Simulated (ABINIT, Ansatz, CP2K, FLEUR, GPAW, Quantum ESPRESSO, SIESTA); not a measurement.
Hf2Ga3Ni (Cm, 6 atoms in the cell) computed with different codes at matched settings

Self-consistent single point, at a second geometry (lattice scaled by 0.98). First geometry:

```xyz
6
Lattice="4.8717 -2.0774 0.0000 4.8717 2.0774 0.0000 -4.2074 0.0000 4.8795" Properties=species:S:1:pos:R:3 pbc="T T T"
Hf     4.0600     0.0000     1.3742
Hf     1.4903     0.0000     3.4278
Ga     6.9432     0.0000     1.5989
Ga     4.3845     0.0000     4.2105
Ga     1.1257     0.0000     0.5106
Ni    -1.3955     0.0000     3.5164
```

Shared settings, as Ansatz (a program for electronic structure) writes them: kpoints.mp_grid.grid = 4 4 3; scf.occupations.method = gaussian; scf.occupations.width = 0.0073 Ry. Potentials and cutoffs stand in the table.

| code | model | ΔF from the first geometry (meV/atom) | pressure (GPa) | largest force (eV/Å) | cutoff |
|---|---|---|---|---|---|
| ABINIT | LDA (PW92), PAW (JTH v2.0 LDA PAW) | -32.1 | -2.76 | 0.125 | 816 eV |
| FLEUR | LDA (Perdew-Zunger), all-electron FLAPW (FLEUR), scalar-relativistic valence | – | – | 0.126 | Kmax 3.9 1/bohr |
| Ansatz | LDA (PW92), PAW files made with PBE | -31.9 | -1.08 | 0.128 | default |
| CP2K | LDA (Pade form), GPW, DZVP-MOLOPT-SR-GTH basis, GTH-PADE potentials (GTH_POTENTIALS) | -72.6 | -7.77 | 0.214 | grid 600 Ry |
| GPAW | LDA (Perdew-Wang 92), GPAW PAW datasets LDA (gpaw-data 1.0.1) | -23.8 | 0.53 | 0.137 | 800 eV |
| SIESTA | LDA PW92, numerical atomic orbitals DZP, PseudoDojo LDA standard norm-conserving potentials (rewritten from UPF to PSML) | -35.6 | -1.36 | 0.129 | grid 300 Ry |
| Quantum ESPRESSO | LDA (PZ), GBRV 1.5 ultrasoft (LDA) pseudopotentials | -30.5 | -1.05 | 0.126 | 50 Ry |

For ABINIT (by 1.7 GPa) the energy change implies a higher mean pressure, against the two pressures, than for the other programs: a sign of finite-basis (Pulay) stress.

Size of the force on each atom (eV/Å): Sizes of forces hide their directions.

```json
[
 {"code": "ABINIT", "Hf1": "0.117", "Hf2": "0.058", "Ga3": "0.093", "Ga4": "0.070", "Ga5": "0.125", "Ni6": "0.095"},
 {"code": "FLEUR", "Hf1": "0.122", "Hf2": "0.055", "Ga3": "0.089", "Ga4": "0.086", "Ga5": "0.126", "Ni6": "0.092"},
 {"code": "Ansatz", "Hf1": "0.113", "Hf2": "0.056", "Ga3": "0.085", "Ga4": "0.084", "Ga5": "0.128", "Ni6": "0.093"},
 {"code": "CP2K", "Hf1": "0.214", "Hf2": "0.139", "Ga3": "0.160", "Ga4": "0.208", "Ga5": "0.170", "Ni6": "0.142"},
 {"code": "GPAW", "Hf1": "0.111", "Hf2": "0.059", "Ga3": "0.029", "Ga4": "0.137", "Ga5": "0.117", "Ni6": "0.095"},
 {"code": "SIESTA", "Hf1": "0.100", "Hf2": "0.129", "Ga3": "0.047", "Ga4": "0.110", "Ga5": "0.087", "Ni6": "0.097"},
 {"code": "Quantum ESPRESSO", "Hf1": "0.118", "Hf2": "0.053", "Ga3": "0.090", "Ga4": "0.081", "Ga5": "0.126", "Ni6": "0.094"}
]
```

A dash marks a value that a program does not give, or that is left out as unsure.

On Ansatz's run: spin-orbit coupling is off. Spin polarisation is off.

The spread over the programs that give each value: ΔF from the first geometry within 48.8 meV/atom; pressure within 8.30 GPa; largest force within 0.089 eV/Å.

CP2K and SIESTA use small atom-centred bases, whose incompleteness enters pressures, forces and empty levels differently from a plane-wave cutoff. FLEUR treats all electrons, but the usual bases taken here (sphere radii, linearisation, local orbitals, empty states) were not tested for convergence, so the values are no reference for the others. Ansatz's pressure is given at a fixed set of plane waves, as the other plane-wave codes print theirs; with its correction for the finite basis it is -1.04 GPa. The same LDA comes in different parametrisations, which differ slightly. In the pressure, ABINIT (by 1.69), CP2K (by 6.70) and GPAW (by 1.60) lie more than 1 GPa from the median of the plane-wave programs. In the force vectors, CP2K (by 0.240), GPAW (by 0.081) and SIESTA (by 0.140) lie more than 0.08 eV/Å from the median of the plane-wave programs.

The shared mesh is coarse (it stands for a supercell whose shortest vector is 16 Å), so the values are not converged in it.

The starting cell comes from a database of computed structures (which also holds hypothetical and non-ambient phases and stackings), without a prior relaxation at this level. For this run, on top of that: lattice scaled by 0.98.

Left out of this page: Elk (not drawn, or without a comparable value).

Keys are those of Ansatz 0.2.
